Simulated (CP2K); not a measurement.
Band structure of Zn2GeS3 (P3m1, 6 atoms in the cell).

```yaml
crystal:
  lattice:
    - [3.85802, 0.00000, 0.00000]
    - [-1.92901, 3.34114, 0.00000]
    - [0.00000, 0.00000, 10.53289]
  atoms:
    - { symbol: Zn, position: [0.66667, 0.33333, 0.35154] }
    - { symbol: Zn, position: [0.33333, 0.66667, 0.64820] }
    - { symbol: Ge, position: [0.00000, 0.00000, 0.99998] }
    - { symbol: S, position: [0.00000, 0.00000, 0.28468] }
    - { symbol: S, position: [0.66667, 0.33333, 0.58446] }
    - { symbol: S, position: [0.33333, 0.66667, 0.88114] }
```

Method: PBEsol, GPW, DZVP-MOLOPT-SR-GTH basis, GTH-PBE potentials (GTH_POTENTIALS) (CP2K).

Settings: CUTOFF = 600 Ry; REL_CUTOFF = 50 Ry; KPOINTS/SCHEME = MONKHORST-PACK 9 9 3; XC_FUNCTIONAL = PBE:PBESOL; Zn/BASIS_SET = DZVP-MOLOPT-SR-GTH-q12; Zn/POTENTIAL = GTH-PBE-q12; Ge/BASIS_SET = DZVP-MOLOPT-SR-GTH-q4; Ge/POTENTIAL = GTH-PBE-q4; S/BASIS_SET = DZVP-MOLOPT-SR-GTH-q6; S/POTENTIAL = GTH-PBE-q6; METHOD = GPW; EPS_DEFAULT = 1e-10; EXTRAPOLATION = USE_GUESS; NGRIDS = 5.

The starting cell comes from a database of computed structures (which also holds hypothetical and non-ambient phases and stackings), without a prior relaxation at this level. Values carry the incompleteness of an atom-centred basis. The potentials were made for another functional than the one used.

Q: Predict the gap along the standard path and the places of the band edges.

A: The gap along the path is 0.92 eV, from a point between H and A|L to M; the smallest direct gap on it is 1.30 eV.

Levels in eV from the top of the valence band on the SCF mesh, bands 20 to 24:
| point | 20 | 21 | 22 | 23 | 24 |
|---|---|---|---|---|---|
| Γ | -0.90 | -0.90 | -0.14 | -0.14 | 1.35 |
| M | -2.33 | -2.12 | -1.31 | -0.30 | 1.00 |
| K | -2.53 | -2.25 | -1.86 | -0.38 | 1.74 |
| A | -0.89 | -0.16 | -0.16 | -0.16 | 1.56 |
| L | -2.16 | -1.58 | -1.27 | -0.77 | 1.18 |
| H | -2.77 | -2.49 | -1.97 | -0.14 | 2.00 |

Higher empty bands are left out: an atom-centred basis made for the valence describes them poorly.
